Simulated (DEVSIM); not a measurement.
Structure: Si p-i-n diode, at 300 K.

Layer 1 from the left is Si, thickness (μm) 0.170, Na (cm⁻³) 2.4e17, τn (s) 4.3e-7, τp (s) 4.3e-7. Layer 2 from the left is Si, thickness (μm) 15.0, Nd (cm⁻³) 1.9e12, τn (s) 4.3e-7, τp (s) 4.3e-7. Layer 3 from the left is Si, thickness (μm) 0.470, Nd (cm⁻³) 7.1e17, τn (s) 4.3e-7, τp (s) 4.3e-7.

Left contact: ohmic. Right contact: ohmic. Voltage is applied to the left contact. Recombination: SRH at mid-gap. Mobility is μmin + (μ − μmin)/(1 + (N/Nref)^α).

The device is made up for the run: typed textbook-type constants, with dimensions and the other settings drawn at random. Values at 300 K.

Si: gap (eV) 1.124, affinity (eV) 4.05, permittivity 11.7, Nc (cm⁻³) 2.86e19, Nv (cm⁻³) 3.1e19, μn (cm²/Vs) 1417, μp (cm²/Vs) 470, μn,min 52, μp,min 45, Nref,n 9.7e16, Nref,p 2.2e17, αn 0.68, αp 0.72.

Simulated with DEVSIM: 1D drift-diffusion, Boltzmann statistics, complete ionisation; no tunnelling, impact ionisation, image-force lowering or self-heating.

What does the simulation give for the potential step across the device at zero bias, the dark forward voltage at 1 A/cm², the dark forward voltage at 100 A/cm²?

potential step across the device at zero bias 0.903 V; dark forward voltage at 1 A/cm² 0.601 V; dark forward voltage at 100 A/cm² 0.760 V.
